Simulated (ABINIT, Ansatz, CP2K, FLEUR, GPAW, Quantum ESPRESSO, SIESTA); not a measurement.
Code comparison for Y₂Ge₃ (P-6m2, 5 atoms in the cell)

Self-consistent single point.

```
Y2Ge3
1.0
    4.39243     0.00000     0.00000
   -2.19622     3.80396     0.00000
    0.00000     0.00000     7.10729
Y Ge
2 3
Direct
  0.00000   0.00000   0.72993
  0.00000   0.00000   0.27007
  0.33333   0.66667   0.00000
  0.66667   0.33333   0.50000
  0.66667   0.33333   0.00000
```

All programs got the same cell, k-point mesh and kind of occupations (in Ansatz's words: kpoints.mp_grid.grid = 7 7 4; scf.occupations.method = fermi_dirac; scf.occupations.width = 0.0073 Ry); potentials, basis and cutoffs are each program's usual ones.

```
code                                                                                                                                      model  pressure (GPa)  largest force (eV/Å)  k-points           cutoff
----------------  -----------------------------------------------------------------------------------------------------------------------------  --------------  --------------------  --------  ---------------
Ansatz                                                                                                          PBEsol, PAW files made with PBE           -2.57                 0.201        24          default
GPAW                                                                                      PBEsol, GPAW PAW datasets PBEsol (made by gpaw-setup)           -2.58                 0.208        24           600 eV
FLEUR                                                                           PBEsol, all-electron FLAPW (FLEUR), scalar-relativistic valence               –                 0.194        24  Kmax 3.8 1/bohr
SIESTA            GGA PBEsol, numerical atomic orbitals DZP, PseudoDojo PBEsol standard norm-conserving potentials (rewritten from UPF to PSML)           -2.29                 0.178       102      grid 400 Ry
Quantum ESPRESSO                                                                                   PBEsol, PSlibrary PAW (PBE) pseudopotentials           -2.41                 0.212        24            45 Ry
CP2K                                                                 PBEsol, GPW, DZVP-MOLOPT-SR-GTH basis, GTH-PBE potentials (GTH_POTENTIALS)           -0.58                 0.189        99      grid 500 Ry
ABINIT                                                           PBEsol, norm-conserving pseudopotentials (PseudoDojo nc-sr-04 PBEsol standard)           -2.53                 0.199        24            39 Ha
```

A dash marks a value that a program does not give, or that is left out as unsure.

The spread over the programs that give each value: pressure within 2.00 GPa; largest force within 0.034 eV/Å.

The starting cell comes from a database of computed structures (which also holds hypothetical and non-ambient phases and stackings), without a prior relaxation at this level.

Task: Why do the programs differ, and what cannot be compared?

Result: Differences of this kind can come from the potentials, where these differ, and from what each basis and cutoff leave unconverged. The valence holds different numbers of electrons (Ansatz (a first-principles code) 64, GPAW 34, FLEUR 64, SIESTA 64, Quantum ESPRESSO 34, CP2K 34, ABINIT 64). The zero of total energies and Fermi levels follows the potentials and each program's conventions, so they are not compared here. SIESTA and CP2K use small atom-centred bases, whose incompleteness enters pressures, forces and empty levels differently from a plane-wave cutoff. FLEUR treats all electrons, but the usual bases taken here (sphere radii, linearisation, local orbitals, empty states) were not tested for convergence, so the values are no reference for the others. Ansatz's pressure is given at a fixed set of plane waves, as the other plane-wave codes print theirs. Ansatz's smearing width was typed in Ry to four decimals, so it matches the others to a few per cent. The programs reduce the same mesh by symmetry to different extents, which changes the work and not the result. In the pressure, CP2K (by 1.97) lies more than 1 GPa from the median of the plane-wave programs.

Left out of this page: Elk (not drawn, or without a comparable value).

Keys are those of Ansatz 0.2.
